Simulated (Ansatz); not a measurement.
Pressure series in Hf

Base system: Hf in the hcp (Mg type) structure (space group P6_3/mmc, No. 194; a = 3.204 Å, c = 5.069 Å).

Cell and atoms are relaxed at each pressure.

All numbers come from Ansatz (a first-principles code) PBE, no spin-orbit coupling, earlier PAW set.

Notes on the quantities. enthalpy: H = E + PV relative to the base's energy.

| variant | c/a ratio | density | enthalpy |
|---|---|---|---|
| base | 1.582 | 13.15 g/cm³ | – |
| pressure −2 GPa | 1.581 | 12.90 g/cm³ | -0.28 eV/atom |
| pressure −1 GPa | 1.582 | 13.03 g/cm³ | -0.14 eV/atom |
| pressure 1.8 GPa | 1.583 | 13.37 g/cm³ | +0.25 eV/atom |
| pressure 4.2 GPa | 1.584 | 13.65 g/cm³ | +0.58 eV/atom |
| pressure 9 GPa | 1.586 | 14.16 g/cm³ | +1.22 eV/atom |
| pressure 18 GPa | 1.591 | 15.04 g/cm³ | +2.36 eV/atom |

Load acts through the strain it causes; cell and atoms are relaxed under it. Stability against distortions was not tested. No other phases were tried under pressure. All final runs are without spin polarisation.
